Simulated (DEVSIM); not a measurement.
Device: Ni/Si3N4/SiO2/p-Si capacitor, at 300 K.

```csv
layer (left to right),material,thickness (nm),Na (cm⁻³)
1,Si3N4,2.50,-
2,SiO2,1.00,-
3,Si,3400,2.8e16
```

Metal gate on the left, work function 5.1 eV. Fixed charge at the semiconductor interface -1.2e11 cm⁻² (in units of +e); no interface traps.

This is a model device: material constants are rounded textbook-type values typed into the input, and sizes, dopings and lifetimes were drawn at random. Values at 300 K.

```
parameter      Si3N4  SiO2       Si
-------------  -----  ----  -------
gap (eV)         5.1     9    1.124
affinity (eV)    2.1   0.9     4.05
permittivity     7.5   3.9     11.7
Nc (cm⁻³)          -     -  2.86e19
Nv (cm⁻³)          -     -   3.1e19
```

Model (solved in DEVSIM): 1D Poisson equation in equilibrium, Boltzmann statistics, complete ionisation; no quantum confinement or tunnelling. Metal contacts follow the ideal Schottky-Mott rule: no Fermi-level pinning, no interface dipoles.

The Si3N4 thickness was swept, all else fixed.

```tsv
Si3N4 thickness (μm)	capacitance of the dielectric stack (μF/cm²)	threshold voltage (band bending 2φF) (V)
0.001	2.27	0.92
0.0014	2.00	0.92
0.0017	1.83	0.93
0.0021	1.65	0.93
0.0025	1.50	0.94
0.003	1.35	0.95
```

From the first row to the last the capacitance of the dielectric stack goes from 2.27 to 1.35. From the first row to the last the threshold voltage (band bending 2φF) goes from 0.92 to 0.95.
